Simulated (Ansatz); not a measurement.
## A computed series for AlN: response to strain

The parent structure is AlN in the wurtzite structure (space group P6_3mc, No. 186; a = 3.089 Å, c = 4.943 Å). Axes: x lies along a and z along c of the hexagonal cell.

Strains are applied to the cell and any free atomic positions relax; under biaxial strain the out-of-plane vector relaxes too.

Computed with Kohn–Sham DFT with the LDA functional, run in Ansatz (a quantum-chemistry and plane-wave program) with PAW and 420 eV plane waves, no spin-orbit coupling.

Computed cases, in order: biaxial strain −3.00 %, plane normal [001], relaxed out of plane; biaxial strain −2.40 %, plane normal [001], relaxed out of plane; biaxial strain −1.80 %, plane normal [001], relaxed out of plane; biaxial strain −1.20 %, plane normal [001], relaxed out of plane; biaxial strain −0.60 %, plane normal [001], relaxed out of plane; the unstrained base.

Question: Between which two neighbouring cases does the gap turn between direct and indirect?

Answer: Between biaxial strain −3.00 %, plane normal [001], relaxed out of plane (4.74 eV, indirect, Γ → K) and biaxial strain −2.40 %, plane normal [001], relaxed out of plane (4.78 eV, direct at Γ). The whole series: biaxial strain −3.00 %, plane normal [001], relaxed out of plane: 4.74 eV, indirect, Γ → K; biaxial strain −2.40 %, plane normal [001], relaxed out of plane: 4.78 eV, direct at Γ; biaxial strain −1.80 %, plane normal [001], relaxed out of plane: 4.76 eV, direct at Γ; biaxial strain −1.20 %, plane normal [001], relaxed out of plane: 4.67 eV, direct at Γ; biaxial strain −0.60 %, plane normal [001], relaxed out of plane: 4.54 eV, direct at Γ; the unstrained base: 4.42 eV, direct at Γ.

No phonon test of stability was made.
